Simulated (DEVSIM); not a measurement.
System: Schottky contact on n-type β-Ga2O3, at 300 K.

Layer 1 from the left is β-Ga2O3, thickness (μm) 0.350, Nd (cm⁻³) 5e15, τn (s) 5e-8, τp (s) 5e-8.

Left contact: Schottky, work function 5.66 eV, emission velocity 2.3e6 cm/s. Right contact: ohmic. Voltage is applied to the left contact. Recombination: SRH at mid-gap, radiative. Mobility is constant in doping.

Constants are typed, rounded textbook-type inputs, not results; the design itself was drawn at random and stands for no fabricated device. Values at 300 K.

β-Ga2O3: gap (eV) 4.8, affinity (eV) 4, permittivity 10, Nc (cm⁻³) 3.7e18, Nv (cm⁻³) 5e20, μn (cm²/Vs) 160, μp (cm²/Vs) 1, B (cm³/s) 1e-12.

Simulated with DEVSIM: 1D drift-diffusion, Boltzmann statistics, complete ionisation; no tunnelling, impact ionisation, image-force lowering or self-heating. Metal contacts follow the ideal Schottky-Mott rule: no Fermi-level pinning, no interface dipoles.

Dark forward current:

```csv
|V| (V),|J| (A/cm²)
0.55,2.289e-13
0.60,1.569e-12
0.65,1.075e-11
0.70,7.357e-11
0.75,5.032e-10
0.80,3.438e-9
0.85,2.346e-8
0.90,1.599e-7
0.95,1.088e-6
1.00,7.387e-6
1.05,5.000e-5
1.10,0.0003372
1.15,0.002261
1.20,0.01504
1.25,0.09870
1.30,0.6310
1.35,3.790
1.40,19.26
1.45,69.18
1.50,166.0
1.55,298.6
1.60,452.4
1.65,618.0
1.70,790.4
1.75,966.7
1.80,1145
```

Q: Work out the local ideality factor n = ΔV / (kT/q · ln(J2/J1)) between the rows 0.55 and 0.60 V, 1.75 and 1.80 V.

A: kT/q = 25.85 mV. From 0.55 to 0.60 V: ln(1.569e-12/2.289e-13) = 1.925, n = 1.00, near the 1 of diffusion or emission over a barrier. From 1.75 to 1.80 V: ln(1145/966.7) = 0.169, n = 11.43; the layers' resistance at their doping, Σ W/(qμN) = 0.00027 Ω cm², would take 49 mV of this step of 50 mV.

Q: Estimate the current at 0.90 V for emission alone, J0 = q v N_band exp(−φB/kT), and read the barrier back from the simulated current.

A: φB = 1.660 eV, N_band = 3.70e18 cm⁻³, J0 = 1.76e-22 A/cm²; J = J0 (exp(qV/kT) − 1) = 2.32e-7 A/cm². The simulation gives 1.60e-7 A/cm²; the estimate lies 45 % above. Read backwards, the simulated current gives an apparent barrier of 1.670 eV. The estimate leaves out transport through the depletion region and minority injection.
